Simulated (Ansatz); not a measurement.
Ansatz (a first-principles code) run on ScZnPd (Cmcm, 6 atoms in the cell): relaxation of cell and atoms.

Method of the run: PBEsol, PAW files made with PBE (plane waves; Ansatz).

```
CELL_PARAMETERS angstrom
      2.14653    -4.55886     0.00000
      2.14653     4.55886     0.00000
      0.00000     0.00000     5.25138
ATOMIC_POSITIONS crystal
  Sc 0.70683 0.29317 0.75000
  Sc 0.29317 0.70683 0.25000
  Zn 0.00000 0.00000 0.00000
  Zn 0.00000 0.00000 0.50000
  Pd 0.40354 0.59646 0.75000
  Pd 0.59646 0.40354 0.25000
```

Reference input (self-consistent single point, DFT, PBEsol, plane waves, PAW files made with PBE): kpoints.mp_grid.grid = 5 5 4; hamiltonian.xc = pbesol; hamiltonian.pseudopotentials = {kind: paw} (the program's default PAW files); scf.occupations.method = gaussian; scf.occupations.width = 0.05 eV. This run's input differs from it in these lines:

```diff
@@ -19,2 +19,4 @@
   occupations: { method: gaussian, width: 0.05 }
+relax:
+  cell: {}
 output:
```

Output (repeated stretches shortened):

```
   [... SCF lines of the steps left out ...]
relax step   1: F+E_penalty+E_count = -24602.31912021 eV  Δ(F+E_penalty+E_count) = +0.000e0 eV  max|allowed force component| = 8.575e-2 eV/Å  Δτ_max = 0.0000 Å  P = -2.991 GPa  Ω = 102.777 Å³  (12 SCF iters, dr2 threshold 1.00e-7 eV, accepted)
relax step   2: F+E_penalty+E_count = -24602.32617446 eV  Δ(F+E_penalty+E_count) = -7.054e-3 eV  max|allowed force component| = 1.233e-1 eV/Å  Δτ_max = 0.0188 Å  P = +2.753 GPa  Ω = 97.716 Å³  energy of the carried Pulay correction = +1.466e-3 eV  [...]
   [... lines left out ...]
relax step   5: F+E_penalty+E_count = -24602.34807235 eV  Δ(F+E_penalty+E_count) = -1.999e-5 eV  max|allowed force component| = 1.129e-3 eV/Å  Δτ_max = 0.0011 Å  P = +0.001 GPa  Ω = 99.993 Å³  energy of the carried Pulay correction = +7.972e-4 eV  [...]
relax step   6: F+E_penalty+E_count = -24602.34724152 eV  Δ(F+E_penalty+E_count) = +8.308e-4 eV  max|allowed force component| = 1.162e-3 eV/Å  Δτ_max = 0.0000 Å  P = +0.005 GPa  Ω = 99.993 Å³  stress off target by 1.30e-2 GPa  SCF on the basis [...]
basis re-selected at this cell: Δ(F+E_penalty+E_count) = +8.308e-4 eV, ΔP = +0.005 GPa vs the last step
the relaxation is at rest under the 8 symmetry operations that the run kept from its start: a minimum is not shown …
Free energy (F): -24602.347242 eV
Internal energy: -24602.343446 eV  (E = F + TS)
E sigma→0 (E₀):  -24602.345344 eV
Entropy (-TS):   -0.003795 eV (-0.633 meV/atom)
Fermi energy:    13.829851 eV
--- Forces (eV/Å), atoms counted from 1 ---
  atom   1  Sc     0.00000000    -0.00116176     0.00000000
   [... lines left out ...]
  cell:  # Å, volume = 99.9931 Å³
   [... lines left out ...]
    - { symbol: Sc, position: [0.2920228942316666, 0.7079771057683334, 0.25] }
    - { symbol: Zn, position: [6.341956024691907e-20, -6.34195602469189e-20, -1.8337369837901997e-35] }
    - { symbol: Zn, position: [6.341956024691907e-20, -6.34195602469189e-20, 0.5] }
    - { symbol: Pd, position: [0.40308248721053247, 0.5969175127894675, 0.75] }
    - { symbol: Pd, position: [0.5969175127894675, 0.40308248721053247, 0.25] }
```

The run converged. 

Summary of the result:
| Property | Value |
|---|---|
| Free energy E − TS (on the zero of these files) | -24602.3472 eV |
| Fermi level (on the code's own zero) | 13.83 eV |
| Pressure | 0.01 GPa |
| Largest force (vector length) | 0.001 eV/Å |
| Final cell | a = 4.979 Å, b = 4.979 Å, c = 5.208 Å, α = 90.00°, β = 90.00°, γ = 129.24° |
| Final volume per atom | 16.67 Å³ |
| Relaxation steps | 6 |

The starting cell comes from a database of computed structures (which also holds hypothetical and non-ambient phases and stackings), without a prior relaxation at this level. Spin polarisation is off. The relaxation keeps the symmetry of its start, so its end need not be a minimum. Ansatz's pressure includes its estimate of the finite-basis (Pulay) stress.

Cost on one core of a shared machine: roughly 30 s.

Keys are those of Ansatz 0.2.
